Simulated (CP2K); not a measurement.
**Worked example: self-consistent single point of ZnBi₃ (Pm-3m, 4 atoms in the cell) in CP2K**

Method of the run: CP2K with PBEsol, GPW, DZVP-MOLOPT-SR-GTH basis, GTH-PBE potentials (GTH_POTENTIALS).

The input file:

```
&GLOBAL
  PROJECT znbi3
  RUN_TYPE ENERGY_FORCE
  PRINT_LEVEL MEDIUM
&END GLOBAL
&FORCE_EVAL
  METHOD Quickstep
  STRESS_TENSOR ANALYTICAL
  &DFT
    BASIS_SET_FILE_NAME BASIS_MOLOPT
    POTENTIAL_FILE_NAME GTH_POTENTIALS
    &QS
      METHOD GPW
      EPS_DEFAULT 1E-10
    &END QS
    &MGRID
      CUTOFF 600
      REL_CUTOFF 50
      NGRIDS 5
    &END MGRID
    &SCF
      SCF_GUESS ATOMIC
      EPS_SCF 1E-7
      MAX_SCF 100
      ADDED_MOS 6
      &DIAGONALIZATION
        ALGORITHM STANDARD
      &END DIAGONALIZATION
      &MIXING
        METHOD BROYDEN_MIXING
        ALPHA 0.2
        NBUFFER 8
        BETA 1.5
      &END MIXING
      &SMEAR ON
        METHOD FERMI_DIRAC
        ELECTRONIC_TEMPERATURE [K] 580.23
      &END SMEAR
    &END SCF
    &KPOINTS
      SCHEME MONKHORST-PACK 7 7 7
    &END KPOINTS
    &XC
      &XC_FUNCTIONAL
        &PBE
          PARAMETRIZATION PBESOL
        &END PBE
      &END XC_FUNCTIONAL
    &END XC
    &PRINT
      &MO
        EIGENVALUES T
        OCCUPATION_NUMBERS T
        NDIGITS 8
        FILENAME mo
        &EACH
          QS_SCF 0
        &END EACH
        ADD_LAST NUMERIC
      &END MO
      &MULLIKEN ON
      &END MULLIKEN
    &END PRINT
  &END DFT
  &SUBSYS
    &CELL
      A 4.87316000 0.00000000 0.00000000
      B 0.00000000 4.87316000 0.00000000
      C 0.00000000 0.00000000 4.87316000
      PERIODIC XYZ
    &END CELL
    &COORD
      SCALED
      Zn       0.00000000     0.00000000     0.00000000
      Bi       0.00000000     0.50000000     0.50000000
      Bi       0.50000000     0.00000000     0.50000000
      Bi       0.50000000     0.50000000     0.00000000
    &END COORD
    &KIND Zn
      BASIS_SET DZVP-MOLOPT-SR-GTH-q12
      POTENTIAL GTH-PBE-q12
    &END KIND
    &KIND Bi
      BASIS_SET DZVP-MOLOPT-SR-GTH-q5
      POTENTIAL GTH-PBE-q5
    &END KIND
  &END SUBSYS
  &PRINT
    &FORCES ON
    &END FORCES
    &STRESS_TENSOR ON
    &END STRESS_TENSOR
  &END PRINT
&END FORCE_EVAL
```

Log, with long lists cut:

```
 GLOBAL| Method name                                                        CP2K
 GLOBAL| Project name                                                      znbi3
 GLOBAL| Run type                                                   ENERGY_FORCE

 CELL| Volume [angstrom^3]:                                           115.726285
 CELL| Vector a [angstrom]:       4.873     0.000     0.000   |a| =     4.873160
 CELL| Vector b [angstrom]:       0.000     4.873     0.000   |b| =     4.873160
 CELL| Vector c [angstrom]:       0.000     0.000     4.873   |c| =     4.873160
 CELL| Angle (b,c), alpha [degree]:                                    90.000000
 CELL| Angle (a,c), beta  [degree]:                                    90.000000
 CELL| Angle (a,b), gamma [degree]:                                    90.000000
 CELL| Numerically orthorhombic:                                             YES
 CELL| Periodicity                                                           XYZ

 DFT| Spin restricted Kohn-Sham (RKS) calculation                            RKS
 DFT| Multiplicity                                                             2
 DFT| Number of spin states                                                    1
 DFT| Charge                                                                   0
 DFT| XC density smoothing                                                  NONE
 DFT| XC derivatives                                                          PW

 QS| Method:                                                                 GPW
 QS| Density plane wave grid type                        NON-SPHERICAL FULLSPACE
 QS| Number of grid levels:                                                    5
 QS| Density cutoff [a.u.]:                                                300.0
 QS| Multi grid cutoff [a.u.]: 1) grid level                               300.0
   [... lines left out ...]
 BRILLOUIN| Wavefunction type                                            COMPLEX
 BRILLOUIN| List of Kpoints [2 Pi/Bohr]                                      172
 BRILLOUIN| Number           Weight            X              Y              Z
 BRILLOUIN|     1           0.00583       -0.42857       -0.42857       -0.42857
 BRILLOUIN|     2           0.00583       -0.42857       -0.42857       -0.28571
 BRILLOUIN|     3           0.00583       -0.42857       -0.42857       -0.14286
   [... 169 lines left out ...]
 *******************************************************************************

 Extrapolation method: initial_guess

 Re-scaling the density matrix to get the right number of electrons
                  # Electrons              Trace(P)               Scaling factor
                           27                27.000                        1.000

 Number of electrons:                                                         27
 Number of occupied orbitals:                                                 14
 Number of molecular orbitals:                                                20

 Number of orbital functions:                                                 64
 Number of independent orbital functions:                                     64
 SCF WAVEFUNCTION OPTIMIZATION

  Step     Update method      Time    Convergence         Total energy    Change
     1 NoMix/Diag. 0.20E+00      -     0.87437531       -77.1308336552 -7.71E+01
     2 Broy./Diag. 0.20E+00      -     0.02378171       -77.4806882479 -3.50E-01
     3 Broy./Diag. 0.20E+00      -     0.07566093       -77.2597951645  2.21E-01
     4 Broy./Diag. 0.20E+00      -     0.04996407       -76.9980989999  2.62E-01
     5 Broy./Diag. 0.20E+00      -     0.00407281       -76.9551735335  4.29E-02
     6 Broy./Diag. 0.20E+00      -     0.00484353       -76.9615848958 -6.41E-03
     7 Broy./Diag. 0.20E+00      -     0.00173789       -76.9414727153  2.01E-02
   [... 8 lines left out ...]
    16 Broy./Diag. 0.20E+00      -     0.00000154       -76.9334642054  2.29E-06
    17 Broy./Diag. 0.20E+00      -     0.00000143       -76.9334605552  3.65E-06
    18 Broy./Diag. 0.20E+00      -     0.00000054       -76.9334586225  1.93E-06
    19 Broy./Diag. 0.20E+00      -     0.00000036       -76.9334576743  9.48E-07
    20 Broy./Diag. 0.20E+00      -     0.00000006       -76.9334578698 -1.96E-07
  *** SCF run converged in    20 steps ***

  Electronic density on regular grids:        -26.9999999956        0.0000000044
  Core density on regular grids:               26.9999999931       -0.0000000069
  Total charge density on r-space grids:       -0.0000000026
  Total charge density g-space grids:          -0.0000000026

  Overlap energy of the core charge distribution:               0.00000000000128
  Self energy of the core charge distribution:               -114.62072288021750
  Core Hamiltonian energy:                                     32.11777563311639
  Hartree energy:                                              18.39067082786803
  Exchange-correlation energy:                                -12.82044136386111
  Electronic entropic energy:                                  -0.00074008669802
  Fermi energy:                                                 0.18156951276996

  Total energy:                                               -76.93345786981443
  Total energy (extrapolated to T->0):                        -76.93308782646542

                     Mulliken Population Analysis

 #  Atom  Element  Kind  Atomic population                           Net charge
       1     Zn       1         12.039676                             -0.039676
       2     Bi       2          4.986774                              0.013226
       3     Bi       2          4.986775                              0.013225
       4     Bi       2          4.986775                              0.013225
 # Total charge                             27.000000                  0.000000

 ENERGY| Total FORCE_EVAL ( QS ) energy [hartree]            -76.933458361817500

 FORCES| Atomic forces [hartree/bohr]
 FORCES|   Atom     x               y               z               |f|
 FORCES|      1  4.18260695E-08  4.18260811E-08  4.18260643E-08   7.24448811E-08
 FORCES|      2  3.54505291E-12 -6.50381590E-12 -6.50538111E-12   9.85834696E-12
 FORCES|      3 -6.50263951E-12  3.54089378E-12 -6.50277810E-12   9.85435804E-12
 FORCES|      4 -6.50567527E-12 -6.51028550E-12  3.54777929E-12   9.86379065E-12
 FORCES| Sum     4.18166063E-08  4.18166079E-08  4.18166039E-08
 FORCES| Total atomic force                                       7.24284862E-08

 STRESS| Analytical stress tensor [bar]
 STRESS|                        x                   y                   z
 STRESS|      x       -5.36578257008E+03   5.70015898623E-03   5.70015966621E-03
 STRESS|      y        5.70015898623E-03  -5.36570994064E+03   5.70015977149E-03
 STRESS|      z        5.70015966621E-03   5.70015977149E-03  -5.36576779322E+03
 STRESS| 1/3 Trace                                            -5.36575343465E+03
```

The run converged in 20 iterations.

The starting cell comes from a database of computed structures (which also holds hypothetical and non-ambient phases and stackings), without a prior relaxation at this level. Values carry the incompleteness of an atom-centred basis. The potentials were made for another functional than the one used.

Cost on one core of a shared machine: roughly 60 s.
